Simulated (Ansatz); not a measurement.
Take Nb in the bcc (W type) structure (space group Im-3m, No. 229; a = 3.271 Å) as the base.

Now apply this change: full substitution Nb → Sb; the structure is relaxed again.

Levels (all Ansatz, a first-principles code, PAW): PBEsol (420 eV, scalar-relativistic without spin-orbit coupling); r2SCAN (500 eV, no SOC).

The geometry is relaxed with PBEsol.

* **PBEsol pressure**: 0.0 GPa

### Question
What does r2SCAN give at this geometry for the pressure?

### Answer
The pressure goes from zero to 2.6 GPa.

Single points use the geometry relaxed with PBEsol. Their cutoffs differ, which shifts pressures a little. No phonon test of stability was made. For Sb in this form, whether it has been made was not checked. All final runs are without spin polarisation. This is not the structure that Sb has at room temperature and ambient pressure.
